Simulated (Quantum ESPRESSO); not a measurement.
Quantum ESPRESSO 7.5, DFT, PBE, plane waves, SSSP 1.1.2 efficiency PBE: Pt(111) slab of 5 layers, 1x1 (Pt5), unrelaxed, 5 atoms. Basis and mesh were picked for this test and aren't claimed converged.

```json
{
  "cell": "2.77, 2.77, 23.06 Å; 90, 90, 60°",
  "task": "scf",
  "k mesh": "7×7×1",
  "ecutwfc": "45 Ry",
  "ecutrho": "360 Ry",
  "occupations": "smearing",
  "smearing": "mv",
  "degauss": "0.02 Ry",
  "conv_thr": "5e-09 Ry",
  "tprnfor": "true",
  "tstress": "false",
  "diagonalization": "david (default)",
  "mixing_mode": "plain (default)",
  "mixing_beta": "0.7 (default)",
  "mixing_ndim": "8 (default)",
  "k-points computed": "8",
  "bands": "48",
  "electrons": "80",
  "G-vectors of the density": "119579",
  "FFT grid": "36×36×270",
  "symmetry_operations": "12"
}
```

Machine A. Machine: one whole node, AMD EPYC (Zen 5), 96 cores on 1 socket, no SMT, 12 L3 cache groups.

Machine B. Hardware: Intel Xeon 6 (Granite Rapids), 96 cores on 1 socket, 2 hardware threads a core, 3 L3 cache groups, 3 NUMA nodes.

Wall times, medians of two to five repeats, each run alone on the node (launch to exit). Processes are pinned to neighbouring cores unless said otherwise. The build: conda-forge: Open MPI 5.0, OpenMP, OpenBLAS 0.3.34 (pthreads), FFTW, ScaLAPACK, ELPA; another build can shift the numbers. Scratch files lie in a memory file system.

All on 96 ranks. On machine A:

```csv
run,wall time on A
-nk 8,2.5 s
-nk 4,2.7 s
-nk 2,3.7 s
-nk 12,3.0 s
-nk 3,3.2 s
-nk 6,3.0 s
-nk 16,3.7 s
```

**Question.** What do these runs take on the other node, and does the best choice change?

**Answer.** 
| run | A | B | B over A |
|---|---|---|---|
| -nk 8 | 2.5 s | 2.3 s | 0.91 |
| -nk 4 | 2.7 s | 2.5 s | 0.90 |
| -nk 2 | 3.7 s | 3.2 s | 0.87 |
| -nk 12 | 3.0 s | 2.9 s | 0.96 |
| -nk 3 | 3.2 s | 3.1 s | 0.95 |
| -nk 6 | 3.0 s | 2.8 s | 0.93 |
| -nk 16 | 3.7 s | 3.2 s | 0.87 |

B takes 0.87 to 0.96 times the time of A. The shortest run is -nk 8 on both, with others too close to call.
